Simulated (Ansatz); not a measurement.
Defect: interstitial Na in monoclinic ZrO2 strained by -1.5 % along x and y, z held, charge state +1. The step: a direct jump of one Na atom; the atom moves 3.48 Å along (0.00, 0.43, -0.50) of the unit cell; the moving atom starts with neighbours O at 2.05, O at 2.06, O at 2.17, O at 2.20, O at 2.25; Zr at 2.47 Å and ends with O at 2.05, O at 2.06, O at 2.17, O at 2.20, O at 2.25; Zr at 2.47 Å. DFT values are from Ansatz (plane-wave PAW, 420 eV unless said) in a cell of 96 host sites, spin-restricted, static, with no finite-size correction. The charge state is imposed; whether it is stable for some Fermi level was not computed. Sites that were not tried may lie lower. For the PBE band: the saddle point's order was not checked.

```
Level                                                              Forward barrier (eV)  Cost of the band or of the saddle's single point
-----------------------------------------------------------------  --------------------  ------------------------------------------------
CHGNet universal potential (has no charge state), its own band                     2.47                                                 -
PBE, the Γ point alone, band relaxed                                               2.96                           roughly 24 core-minutes
PBE, a 2×2×2 k-point mesh shifted by half a step, same geometries                  2.97             about 3 core-minutes (a rough figure)
```

Ansatz is an electronic-structure program.
